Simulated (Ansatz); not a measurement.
Stishovite (SiO2), treated with G0W0@PBEsol+SOC (Ansatz, a first-principles code, plane waves, hard PAW, contour deformation, complete-basis limit, spin–orbit shift from PBEsol).

Settings: largest k mesh 6×6×10 (not extrapolated in the mesh).

Cell (measured lattice):

```cif
data_O4Si2
_chemical_formula_sum 'Si2 O4'
_space_group_name_H-M_alt 'P 1'
_space_group_IT_number 1
_cell_length_a 4.18110
_cell_length_b 4.18110
_cell_length_c 2.66650
_cell_angle_alpha 90.000
_cell_angle_beta 90.000
_cell_angle_gamma 90.000
loop_
_space_group_symop_operation_xyz
  'x, y, z'
loop_
_atom_site_label
_atom_site_type_symbol
_atom_site_fract_x
_atom_site_fract_y
_atom_site_fract_z
_atom_site_occupancy
Si1 Si 0.00000 0.00000 0.00000 1
Si2 Si 0.50000 0.50000 0.50000 1
O1 O 0.30580 0.30580 0.00000 1
O2 O 0.19420 0.80580 0.50000 1
O3 O 0.69420 0.69420 0.00000 1
O4 O 0.80580 0.19420 0.50000 1
```

Question: Give the computed band gap.

Answer: 
band gap: 8.78 eV

Note: spin–orbit coupling enters as the shift of the gap found with a semilocal functional; cell and atoms aren't relaxed at this level.

Static lattice: no zero-point or thermal effects.

The result took very roughly 3 core-hours.
